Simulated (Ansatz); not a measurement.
## Convergence series on BaTl4 (C2/m, 10 atoms in the cell)

```yaml
crystal:
  lattice:
    - [6.20400, -2.67550, 0.00000]
    - [6.20400, 2.67550, 0.00000]
    - [-4.55161, 0.00000, 9.33218]
  atoms:
    - { symbol: Tl, position: [0.40451, 0.40451, 0.55088] }
    - { symbol: Tl, position: [0.59549, 0.59549, 0.44912] }
    - { symbol: Tl, position: [0.15147, 0.15147, 0.04157] }
    - { symbol: Tl, position: [0.84853, 0.84853, 0.95843] }
    - { symbol: Tl, position: [0.12513, 0.12513, 0.32115] }
    - { symbol: Tl, position: [0.87487, 0.87487, 0.67885] }
    - { symbol: Tl, position: [0.55169, 0.55169, 0.88491] }
    - { symbol: Tl, position: [0.44831, 0.44831, 0.11509] }
    - { symbol: Ba, position: [0.18161, 0.18161, 0.71271] }
    - { symbol: Ba, position: [0.81839, 0.81839, 0.28729] }
```

Method of the run: PBEsol, default PAW files made with PBE (plane waves; Ansatz, a program for electronic structure).

The starting cell comes from a database of published, mostly measured structures (it also holds non-ambient and calculated ones), without a prior relaxation at this level. Ansatz's pressure includes its estimate of the finite-basis (Pulay) stress.

Held fixed: basis.ecutwfc = 420 eV; hamiltonian.xc = pbesol; hamiltonian.pseudopotentials = {kind: paw} (the program's default PAW files); scf.occupations.method = cold; scf.occupations.width = 0.1 eV.

ΔF is the free energy per atom less that of the last row (11 11 6).

```
kpoints.mp_grid.grid  ΔF (meV/atom)  pressure (GPa)  largest force (eV/Å)  k-points  iterations
--------------------  -------------  --------------  --------------------  --------  ----------
1 1 1                         319.9            1.12                 1.186         1           9
2 2 1                           6.4            0.07                 0.492         3           8
3 3 2                         -0.41           -0.03                 0.138         8           7
4 4 2                         -0.18            0.04                 0.177        14           7
5 5 3                           2.7            0.02                 0.113        24           7
6 6 3                          1.96            0.02                 0.097        34           7
7 7 4                          1.11            0.01                 0.101        60           7
8 8 4                          0.31           -0.03                 0.084        78           7
9 9 5                          0.30            0.00                 0.087       115           7
11 11 6                        0.00            0.01                 0.078       204           7
```

Energy within 10 meV/atom of the last row: from kpoints.mp_grid.grid = 2 2 1 on; the one before it is off by 320 meV/atom.

Pressure within 1 GPa of the last row: from kpoints.mp_grid.grid = 2 2 1 on; the one before it is off by 1.1 GPa. The value it settles on is 0.0 GPa at this level of theory and with the other settings as held.

Left out of this page: 2 runs of the series stopped by limits of time or memory.

Keys are those of Ansatz 0.2.
